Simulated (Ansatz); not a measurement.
# MgCdS2 (model structure, started from the ScAlN2 type, P3m1, No. 156, 4 atoms in the cell): properties by level of theory

```csv
level (code),lattice constant a (Å),lattice parameter c (Å),bulk modulus B0 (GPa),cohesive energy (eV/atom)
LDA (Ansatz),4.029,6.506,64.4,3.80
PBE (Ansatz),4.123,6.671,54.2,3.13
PBEsol (Ansatz),4.075,6.573,59.3,3.44
r²SCAN (Ansatz),4.093,6.626,59.9,3.40
```

Caveats: the bulk modulus is −V dP/dV from two relaxed cells at ±2 % in volume (LDA, PBE, PBEsol, r²SCAN). Ansatz's density-functional and Hartree–Fock values are scalar-relativistic unless marked +SOC, with PAW data made under PBE.

Free atoms are spin-polarised, in the lowest state found; at levels without +SOC their spin–orbit coupling is left out.

A model structure was made by putting elements into a prototype or built by hand; it is no filed structure, need not be a known phase, and can be a saddle point held by its symmetry.

Ansatz is a first-principles code.
